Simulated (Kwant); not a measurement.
Computed with Kwant: one-band effective-mass tight-binding model in one dimension, coherent, no space charge.

System: In0.53Ga0.47As/In0.52Al0.48As stack with 1 barrier. One parabolic valley. Leads of mass 0.041 mₑ with the band edge at 0; grid 0.1 nm; bias 0 V, dropping linearly over the stack.

```
layer  thickness (nm)  band offset (eV)  mass (mₑ)
-----  --------------  ----------------  ---------
1                 2.5              0.52      0.075
```

The device is made up for the run: typed textbook-type constants, with dimensions and the other settings drawn at random.

Sweep values stay those of the base run.

One input was changed, with this effect: transmission at E = 0.1109 eV 0.039 → 0.016; transmission at E = 0.3273 eV 0.13 → 0.071; transmission at E = 0.4454 eV 0.20 → 0.13; transmission at E = 0.2191 eV 0.080 → 0.038.

Problem. Which change was it?
A. height of the first barrier 0.52 → 0.31 eV
B. thickness of the first barrier 2.5 → 3 nm
C. mass in the first barrier 0.075 → 0.045 mₑ

Solution. B, thickness of the first barrier 2.5 → 3 nm
